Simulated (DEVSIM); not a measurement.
Structure: In0.52Al0.48As/In0.53Ga0.47As p-n heterojunction, at 300 K.

| layer (left to right) | material | thickness (μm) | Nd (cm⁻³) | Na (cm⁻³) | τn (s) | τp (s) |
|---|---|---|---|---|---|---|
| 1 | In0.52Al0.48As | 1.50 | - | 1e18 | 4.8e-9 | 4.8e-9 |
| 2 | In0.53Ga0.47As | 1.10 | 1e17 | - | 4.8e-9 | 4.8e-9 |

Left contact: ohmic. Right contact: ohmic. Voltage is applied to the left contact. Recombination: SRH at mid-gap, Auger. Mobility is μmin + (μ − μmin)/(1 + (N/Nref)^α).

The device is made up for the run: typed textbook-type constants, with dimensions and the other settings drawn at random. Values at 300 K.

```
parameter      In0.52Al0.48As  In0.53Ga0.47As
-------------  --------------  --------------
gap (eV)                 1.45            0.74
affinity (eV)               4            4.51
permittivity             12.5            13.9
Nc (cm⁻³)              5.1e17          2.1e17
Nv (cm⁻³)              1.1e19          7.7e18
μn (cm²/Vs)              4000           12000
μp (cm²/Vs)                75             300
μn,min                    800             300
μp,min                     10              10
Nref,n                   3e16          1.3e17
Nref,p                   1e17          4.9e17
αn                        1.1            0.48
αp                        0.6             0.4
Cn (cm⁶/s)              1e-30           5e-29
Cp (cm⁶/s)              1e-30           5e-29
```

Simulated with DEVSIM: 1D drift-diffusion, Boltzmann statistics, complete ionisation; no tunnelling, impact ionisation, image-force lowering or self-heating. Band offsets follow the typed affinities; no thermionic-emission limit at abrupt steps, no polarisation charge.

**Question.** Tabulate band edges, carrier densities and field at 0.7 V on the left contact.

**Answer.** Energies count from the Fermi level of the right contact; mesh points crowd at the junctions.

```csv
x (μm),Ec (eV),Ev (eV),n (cm⁻³),p (cm⁻³),field (V/cm)
0.000,0.688,-0.762,< 1e2,1.0e18,350
0.006492,0.688,-0.762,1900,1.0e18,350
0.02171,0.689,-0.761,6200,1.0e18,350
0.05736,0.690,-0.760,16000,1.0e18,350
0.1968,0.695,-0.755,50000,1.0e18,350
0.4677,0.704,-0.746,100000,1.0e18,350
0.9808,0.722,-0.728,160000,1.0e18,350
1.337,0.734,-0.716,190000,1.0e18,350
1.433,0.737,-0.713,190000,1.0e18,350
1.474,0.738,-0.712,200000,9.7e17,-1400
1.492,0.702,-0.748,810000,2.3e17,-71000
1.501,0.077,-0.663,1.0e16,2.4e18,-130000
1.508,0.027,-0.713,7.4e16,3.3e17,-35000
1.526,0.002,-0.738,1.9e17,1.3e17,-3600
1.592,0.000,-0.740,2.1e17,1.1e17,120
1.721,0.002,-0.738,1.9e17,9.5e16,130
2.024,0.006,-0.734,1.6e17,6.4e16,160
2.348,0.012,-0.728,1.3e17,3.0e16,220
2.525,0.017,-0.723,1.1e17,9.7e15,290
2.571,0.018,-0.722,1.0e17,3.9e15,320
2.590,0.019,-0.721,1.0e17,1.3e15,340
2.600,0.019,-0.721,1.0e17,6000000,340
```
